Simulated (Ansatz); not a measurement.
## Hf2Si under load (space group I4/mcm): band-structure transport figures

Here is the system:

```
Hf2Si
1.0
   -3.24089     3.24089     2.56097
    3.24089    -3.24089     2.56097
    3.24089     3.24089    -2.56097
Hf Si
4 2
Direct
  0.84332   0.65668   0.50000
  0.15668   0.34332   0.50000
  0.65668   0.15668   0.81335
  0.34332   0.84332   0.18665
  0.75000   0.75000   0.00000
  0.25000   0.25000   0.00000
```

These are PBEsol, rigid bands (plane waves, PAW, scalar-relativistic; Ansatz, an electronic-structure program) values and carry that method's errors. Condition of this run: hydrostatic pressure 2 GPa (the target of the relaxation). How the cell was made: cell and atoms relaxed with PBEsol, then loaded as said.

- density of states at the Fermi level = 2.51 states/(eV·cell), both spins
- bare Sommerfeld coefficient = 0.99 mJ/(mol of atoms·K²)
- Drude plasma energy = 2.8 (x), 2.8 (y), 4.9 (z) eV
- root-mean-square Fermi velocity = 4.7e5 m/s
- resistivity times τ = 61 (x), 61 (y), 21 (z) ×10⁻²² Ω·m·s

A metal at this level (no band gap); rigid bands, thermally averaged at 300 K, both spins. Spin-orbit coupling is left out, which matters with elements this heavy. τ is one relaxation time for all states.

Computed structure with no diffraction record at hand here (it may be known, metastable or hypothetical): Hf2Si under load (space group I4/mcm).
